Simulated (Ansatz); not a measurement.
System: CsCl-type TiCo. Method: LDA (plane waves, PAW; Ansatz, a program for electronic structure).

The run printed, among other lines:

```
Crystal: 2 atoms, lattice volume = 24.427 Å³
Basis set: ecut = 520 eV, 691 PW (Γ), exchange–correlation on 48×48×48 points (8 copies of the dense FFT grid, shifted against one another)
Bands: 19, of which v1, the nominal top of the filled ones, is band 15 counted from 1 (14 counted from 0)
Symmetry: 48 space group operations
Space group: Pm-3m (ITA 221), of the structure as read, at distance tolerance 2.9e-5 Å
k-points: 220 of 5832
Functional: x = slater, c = lda
SCF iter   1: F=—  HF=-7513.982990 eV  |F-HF|=—  |Δ(HF+E_count)|=         —  Δρ=1.83e-2  dr2=3.67e-2
SCF iter   2: F=—  HF=-7513.978700 eV  |F-HF|=—  |Δ(HF+E_count)|=   4.29e-3  Δρ=5.00e-3  dr2=1.78e-3
  ...
SCF iter   6: F=—  HF=-7513.978391 eV  |F-HF|=—  |Δ(HF+E_count)|=   1.11e-6  Δρ=3.22e-6  dr2=2.47e-9
SCF iter   7: F=-7513.978391 eV  HF=-7513.978391 eV  |F-HF|=2.55e-11  |Δ(HF+E_count)|=  2.35e-10  Δρ=4.52e-7  dr2=3.19e-11
SCF 1 converged in 7 iterations: F = -7513.978391 eV  dr2 = 3.19e-11
SCF converged after 7 iterations
Free energy (F): -7513.978391 eV
Internal energy: -7513.956293 eV  (E = F + TS)
E sigma→0 (E₀):  -7513.967342 eV
Fermi energy:    18.020703 eV
--- Forces (eV/Å), atoms counted from 1 ---
  atom   1  Ti     0.00000000    -0.00000000    -0.00000000
  atom   2  Co     0.00000000    -0.00000000    -0.00000000
--- Stress (GPa, compression-positive) ---
        0.000164      -0.000000       0.000000
       -0.000000       0.000164       0.000000
        0.000000       0.000000       0.000164
  P = ⅓ Tr σ = 0.0002 GPa (0.002 kbar)
```

**Question.** Write an input file that could have produced this run (the log leaves some choices open).

**Answer.** Several could match; the one computed here: 
Ansatz 0.2 input:
```yaml
crystal:
  lattice:
    - [2.9015206705, 0.0, 0.0]
    - [0.0, 2.9015206705, 0.0]
    - [0.0, 0.0, 2.9015206705]
  atoms:
    - { symbol: Ti, position: [0.0, 0.0, 0.0] }
    - { symbol: Co, position: [0.5, 0.5, 0.5] }
basis:
  ecutwfc: 520
  ecutrho_ratio: 4
  xc_grid: 2
kpoints:
  mp_grid: { grid: [18, 18, 18] }
hamiltonian:
  xc: lda
  dispersion: none
  pseudopotentials: { kind: paw }
scf:
  occupations: { method: fermi_dirac, width: 0.05 }
  convergence: { dr2_threshold: 0.0000000002 }
output:
  forces: true
  stress: true
  eigenvalues: true
```

The PAW data were made under PBE.
